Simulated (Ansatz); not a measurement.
## PdBi (P6₃/mmc, No. 194, 4 atoms in the cell; start mp-1008488): bulk modulus B0 by level of theory

No measured value is used here.

| level (code) | value (GPa) | cell (Å³/atom) |
|---|---|---|
| LDA (Ansatz) | ___ | 21.52 |
| PBEsol (Ansatz) | 106 | 22.10 |
| r²SCAN (Ansatz) | 99.8 | 22.64 |

**Question.** Some entries are withheld; supply them.

**Answer.** 
- LDA (Ansatz, a first-principles code), value (GPa): 116

The crystal itself was run without spin with LDA, PBEsol, r²SCAN; a magnetic state was not tried in these runs. Density-functional levels without +SOC have no spin–orbit coupling. LDA, PBEsol, r²SCAN: the bulk modulus is −V dP/dV from two relaxed cells at ±2 % in volume. LDA, PBEsol, r²SCAN: the relaxation could not lower the start's symmetry, so the cell can be a saddle point above a distorted one. Each level is taken at its own relaxed cell. Cutoffs differ between the levels. Ansatz's density-functional and Hartree–Fock values are scalar-relativistic unless marked +SOC, with PAW data made under PBE.

A start named mp-… is a Materials Project structure, which need not be a measured phase.
